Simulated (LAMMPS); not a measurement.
MD of Cu (fcc) at zero pressure, 4000 atoms, as a crystal; each row is its own run.

All values are model results, not measurements: classical MD, pair style eam, the elements' _u3.eam files (universal-3 set of Foiles, Baskes and Daw); code LAMMPS.

| T (K) | volume (Å³/atom) |
|---|---|
| 200 | 11.926 |
| 300 | 11.986 |
| 810 | 12.325 |
| 1020 | 12.490 |
| 1220 | 12.668 |
| 1430 | 12.890 |

Question: Fit a straight line, y = a + b x, to these rows (x is the first column, y the second) and predict the run at x = 610.

Answer: Least squares gives a = 11.748 and b = 0.0007625. At x = 610 the fit predicts 12.213 Å³/atom. The run itself gave 12.1826 ± 0.0006 Å³/atom, so the fit is 0.25 % high.

Caution (row 1430): this crystal lies over the melting point of about 1290 K that EAM-type universal-3 set of Foiles, Baskes and Daw gives, so it is superheated.
